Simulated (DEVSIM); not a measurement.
Structure: abrupt Si p-n junction, at 300 K.

| layer (left to right) | material | thickness (μm) | Nd (cm⁻³) | Na (cm⁻³) | τn (s) | τp (s) |
|---|---|---|---|---|---|---|
| 1 | Si | 1.70 | - | 3.8e15 | 3.8e-6 | 3.8e-6 |
| 2 | Si | 0.510 | 4.2e15 | - | 3.8e-6 | 3.8e-6 |

Left contact: ohmic. Right contact: ohmic. Voltage is applied to the left contact. Recombination: SRH at mid-gap, radiative. Mobility is constant in doping.

The device is made up for the run: typed textbook-type constants, with dimensions and the other settings drawn at random. Values at 300 K; Nc and Nv go as T^1.5, mobilities as T to minus their exponent, the gap by Varshni's rule with the affinity fixed.

| parameter | Si |
|---|---|
| gap (eV) | 1.124 |
| affinity (eV) | 4.05 |
| permittivity | 11.7 |
| Nc (cm⁻³) | 2.86e19 |
| Nv (cm⁻³) | 3.1e19 |
| μn (cm²/Vs) | 1417 |
| μp (cm²/Vs) | 470 |
| T exponent of μn | 2.3 |
| T exponent of μp | 2.2 |
| B (cm³/s) | 4.7e-15 |
| Varshni α (eV/K) | 0.000473 |
| Varshni β (K) | 636 |

Simulated with DEVSIM: 1D drift-diffusion, Boltzmann statistics, complete ionisation; no tunnelling, impact ionisation, image-force lowering or self-heating.

The temperature was swept, all else fixed.

| temperature (K) | dark forward voltage at 100 A/cm² (V) | potential step across the device at zero bias (V) | largest field in the device at zero bias (V/cm) |
|---|---|---|---|
| 250 | 0.751 | 0.764 | 21000 |
| 300 | 0.658 | 0.663 | 19000 |
| 350 | 0.564 | 0.559 | 18000 |
| 400 | 0.469 | 0.452 | 15000 |
| 450 | 0.373 | 0.343 | 13000 |
| 500 | 0.276 | 0.231 | 9800 |

From the first row to the last the dark forward voltage at 100 A/cm² goes from 0.751 to 0.276. From the first row to the last the potential step across the device at zero bias goes from 0.764 to 0.231.
